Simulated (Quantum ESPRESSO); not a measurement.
Input and output of a self-consistent single point for ZnNi (P4mm, 2 atoms in the cell) (Quantum ESPRESSO).

Level of theory: PBEsol, SSSP 1.1.2 efficiency (PBE) pseudopotentials (plane waves; Quantum ESPRESSO 7.5).

```yaml
crystal:
  lattice:
    - [2.88046, 0.00000, 0.00000]
    - [0.00000, 2.88046, 0.00000]
    - [0.00000, 0.00000, 2.88046]
  atoms:
    - { symbol: Zn, position: [0.50000, 0.50000, 0.51736] }
    - { symbol: Ni, position: [0.00000, 0.00000, 0.00000] }
```

Reference input (self-consistent single point, DFT, PBEsol, plane waves, SSSP 1.1.2 efficiency (PBE) pseudopotentials): ecutwfc = 50 Ry; ecutrho = 400 Ry; occupations = smearing; smearing = gaussian; degauss = 0.0073499 Ry; input_dft = pbesol; potentials = {Zn: Zn_pbe_v1.uspp.F.UPF, Ni: ni_pbe_v1.4.uspp.F.UPF}; K_POINTS = automatic 7 7 7 0 0 0; conv_thr = 1e-09 Ry. This run's input differs from it in these lines:

```diff
@@ -31,3 +31,3 @@
 K_POINTS automatic
-7 7 7  0 0 0
+10 10 10  1 1 1
```

Log, with long lists cut:

```
     Self-consistent Calculation

     iteration #  1     ecut=    50.00 Ry     beta= 0.70

     total energy              =    -781.84632433 Ry
     estimated scf accuracy    <      32.75349158 Ry

     iteration #  2     ecut=    50.00 Ry     beta= 0.70

     total energy              =    -803.50777244 Ry
     estimated scf accuracy    <      35.07917944 Ry

     iteration #  3     ecut=    50.00 Ry     beta= 0.70

     total energy              =    -806.00143938 Ry
     estimated scf accuracy    <       6.05843928 Ry

   [... 11 blocks of this kind left out ...]

     iteration # 15     ecut=    50.00 Ry     beta= 0.70

     total energy              =    -804.07258966 Ry
     estimated scf accuracy    <       0.00000001 Ry

     iteration # 16     ecut=    50.00 Ry     beta= 0.70
     End of self-consistent calculation

     the Fermi energy is    16.5198 ev

!    total energy              =    -804.07258966 Ry
     estimated scf accuracy    <          7.3E-11 Ry
     smearing contrib. (-TS)   =      -0.00076604 Ry
     internal energy E=F+TS    =    -804.07182362 Ry

     convergence has been achieved in  16 iterations

     Forces acting on atoms (cartesian axes, Ry/au):

     atom    1 type  1   force =     0.00000000    0.00000000   -0.01190859
     atom    2 type  2   force =     0.00000000    0.00000000    0.01190859

     Total force =     0.016841     Total SCF correction =     0.000000

          total   stress  (Ry/bohr**3)                   (kbar)     P=      -69.26
  -0.00046590   0.00000000   0.00000000          -68.54        0.00        0.00
   0.00000000  -0.00046590   0.00000000            0.00      -68.54        0.00
   0.00000000   0.00000000  -0.00048058            0.00        0.00      -70.70

   JOB DONE.
```

The run converged in 16 iterations. Against the reference run the free energy goes up by 1.2 meV/atom, the pressure hardly changes (-6.84 to -6.93 GPa) and the largest force hardly changes (0.303 to 0.306 eV/Å).

The starting cell comes from a database of computed structures (which also holds hypothetical and non-ambient phases and stackings), without a prior relaxation at this level. Its lattice was rescaled by up to half a per cent. One atom was moved a little off its site on purpose. Spin polarisation is off.

Cost on one core of a shared machine: roughly 30 s.
